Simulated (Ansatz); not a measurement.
The parent structure is AlN in the wurtzite structure (space group P6_3mc, No. 186; a = 3.107 Å, c = 4.978 Å). Axes: x lies along a and z along c of the hexagonal cell.

The values are results of plane-wave PAW DFT at the r2SCAN level (Ansatz, a program for electronic structure, 500 eV), scalar-relativistic without spin-orbit coupling, not measurements.

Strains are applied to the cell and any free atomic positions relax; under biaxial strain the out-of-plane vector relaxes too.

One change was made to it. Results:

The valence-band top at Γ (three highest levels, from the VBM) changes from 0.00, -0.22, -0.22 eV to 0.00, -0.19, -0.19 eV; the shortest interatomic distance falls by 0.3 pm, from 188.8 pm to 188.5 pm; the band gap goes up by 0.05 eV to 4.93 eV.

Task: Name the change that was made.
(A) isotropic strain −3.19 %
(B) biaxial strain −0.22 %, plane normal [001], relaxed out of plane
(C) strain tensor (xx, yy, zz, yz, xz, xy) = (+0.02, −3.68, −0.79, −0.69, +0.67, +1.06) %

Result: B, biaxial strain −0.22 %, plane normal [001], relaxed out of plane. For comparison, the band gap in the other runs: isotropic strain −3.19 % gives 5.76 eV; strain tensor (xx, yy, zz, yz, xz, xy) = (+0.02, −3.68, −0.79, −0.69, +0.67, +1.06) % gives 5.27 eV.

Stability against distortions was not tested.
